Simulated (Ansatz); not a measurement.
The starting structures come from a database of crystals and need not be the phases stable at ambient conditions.

Crystal: LaWN₃ (R3c, not sure to be the ambient phase, 10 atoms a cell, 13.0 Å³ an atom, -5 GPa at this level); planes in its conventional cell.

All values below come from PBEsol (plane waves, PAW; Ansatz, a program for electronic structure).

The gap is the functional's own, uncorrected, and κ follows it; spin-orbit coupling is left out. Mid-gap values are interpolated between the computed energies.

```tsv
plane	area of the cell (Å²)	mid-gap κ (1/Å)	largest κ in the gap (1/Å)
(001)	28.0	0.23	0.23
(100)	79.2	___	___
(110)	45.7	___	___
```

### Question
The slowest decay depends on the direction. Supply the withheld values.

### Answer

- (100), mid-gap κ (1/Å): 0.20
- (100), largest κ in the gap (1/Å): 0.21
- (110), mid-gap κ (1/Å): 0.18
- (110), largest κ in the gap (1/Å): 0.19
